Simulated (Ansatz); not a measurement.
Effect of Y → Ta on YN

The parent structure is YN in the rock salt structure (space group Fm-3m, No. 225; a = 4.896 Å).

Perturbation: every Y is replaced by Ta, then cell and atoms are relaxed.

Level of theory: r2SCAN (Ansatz, a program for electronic structure; PAW; 500 eV plane waves; no SOC). k-mesh 18×18×18 (Γ-centred); smearing 0.05 eV (Fermi–Dirac), for the changed cell.

- Volume per atom: 10.62 Å³ (base 14.67 Å³)
- Density: 15.24 g/cm³ (base 5.83 g/cm³)
- Lattice parameter a: 4.396 Å (base 4.896 Å)
- Space group: Fm-3m (No. 225) (base Fm-3m (No. 225))
- Shortest interatomic distance: 2.198 Å (base 2.448 Å)
- Band gap: zero (base 0.58 eV)

Whether these cells are dynamically stable was not tested. The final runs are not spin-polarised. This is not the structure that TaN has at room temperature and ambient pressure.
